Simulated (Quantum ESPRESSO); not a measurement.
**Short convergence ladders for LuBi (I4mm, 2 atoms in the cell)**

```
LuBi
1.0
    2.20439    -2.20439     3.11748
    2.20439     2.20439     3.11748
   -2.20439    -2.20439     3.11748
Lu Bi
1 1
Cartesian
  0.03535  -4.44413   3.11748
  0.00000   0.00000   0.00000
```

Base method: LDA (PZ), PSlibrary PAW (LDA) pseudopotentials (plane waves; Quantum ESPRESSO).

Base settings: ecutwfc = 50 Ry; ecutrho = 500 Ry; occupations = smearing; smearing = fd; degauss = 0.0073499 Ry; potentials = {Lu: Lu.pz-spdn-kjpaw_psl.1.0.0.UPF, Bi: Bi.pz-dn-kjpaw_psl.1.0.0.UPF}; K_POINTS = automatic 3 3 3 0 0 0; conv_thr = 1e-10 Ry.

The count of work is k-points × plane waves × bands × iterations; it is no time. 

**The cutoff for other potential files**

Level: DFT, LDA (PZ), plane waves, PseudoDojo stringent norm-conserving (PBE) pseudopotentials.

In this ladder: ecutrho = default; pseudopotentials = {Lu: Lu.upf, Bi: Bi.upf}; input_dft = pz.

The second cell is the first with its lattice scaled by 0.98.

The mesh stays at the base's, so the ladder's end is converged at best in this setting alone.

Only quantities that move along the ladder and can be compared are tabulated.

```tsv
ecutwfc	free energy less the last step's (meV/atom)	energy of the compressed cell less the first (meV/atom)	pressure (GPa)	largest difference of a force vector from the last step's (eV/Å)	count of work / last
45 Ry	80551.95	746.83	-1294.50	0.034	0.29
55 Ry	25258.57	589.80	-655.68	0.013	0.14
70 Ry	2214.45	-102.10	-115.26	0.000	0.21
85 Ry	53.20	-42.85	-10.02	0.000	0.28
100 Ry	2.03	-40.54	-5.19	0.000	0.36
120 Ry	1.52	-40.49	-5.18	0.000	0.47
150 Ry	0.93	-40.51	-5.19	0.000	0.65
200 Ry	0.00	-40.53	-5.18	0.000	1.0
```

Coarsest ecutwfc that holds the pressure within 0.1 GPa of the last step, with all finer ones: 100 Ry, at 0.36 of the last step's count of work; the step before is off by 4.8 GPa.

Coarsest ecutwfc that holds the forces within 0.02 eV/Å of the last step, with all finer ones: 55 Ry, at 0.14 of the last step's count of work; the step before is off by 0.034 eV/Å.

Coarsest ecutwfc that holds the free energy within 5 meV/atom of the last step, with all finer ones: 100 Ry, at 0.36 of the last step's count of work; the step before is off by 53 meV/atom.

The energy difference between the two cells stays within 1 meV/atom of the last step's from 100 Ry on, the total only from 150 Ry on: much of the error is common to both cells and cancels.

At the lowest cutoff the pressure lies 1290 GPa under the last step's, the usual sign of Pulay stress in an incomplete plane-wave basis.

**The relaxed cell against the cutoff**

On LuBi (Fm-3m, 2 atoms in the cell): atoms on their sites.

In this ladder: calculation = vc-relax; tprnfor = default; tstress = default. Moved along: ecutrho.

The mesh stays at the base's, so the ladder's end is converged at best in this setting alone.

Only quantities that move along the ladder and can be compared are tabulated.

| ecutwfc | relaxed volume (Å³/atom) | relaxation steps |
|---|---|---|
| 25 Ry | 18.943 | 4 |
| 30 Ry | 22.471 | 4 |
| 35 Ry | 25.393 | 3 |
| 42 Ry | 27.545 | 3 |
| 50 Ry | 27.286 | 4 |
| 60 Ry | 27.344 | 4 |
| 75 Ry | 27.629 | 4 |
| 100 Ry | 27.605 | 4 |

Coarsest ecutwfc that holds the relaxed volume within 0.138 Å³/atom of the last step, with all finer ones: 75 Ry; the step before is off by 0.26 Å³/atom.

At the lowest cutoff the cell relaxes to a volume 31 % smaller than at the highest.

On the base run: the starting cell comes from a database of computed structures (which also holds hypothetical and non-ambient phases and stackings), without a prior relaxation at this level. Its lattice was rescaled by up to half a per cent. One atom was moved a little off its site on purpose. Without a gap this mesh is coarse (it stands for a supercell whose shortest vector is 13 Å).
